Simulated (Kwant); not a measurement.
System: wire with one Gaussian impurity in a Si two-dimensional gas. Effective mass 0.19 mₑ, grid spacing 10 nm, hard walls, nominal width 200 nm (19 grid rows, so walls 200 nm apart), one parabolic valley, scattering region 600 nm long along x; energies count from the band bottom; Fermi energy swept from 3.9582e-05 to 0.00084112 eV. Impurity U exp(−r²/2σ²), U = -0.0009 eV, σ = 18 nm, 40 nm off the axis.

The device is made up for the run: typed textbook-type constants, with dimensions and the other settings drawn at random.

Kwant, effective-mass tight-binding model on a square grid, one spin, coherent transport at 0 K. Conductance is in e²/h.

Q: How many channels do the leads carry at E = 0.551, 0.558 meV?

A: The hard-wall thresholds are n² ħ²π²/(2mW²) = n² × 0.0495 meV with W = 200 nm. √(0.551/0.0495) = 3.34, so 3. √(0.558/0.0495) = 3.36, so 3.
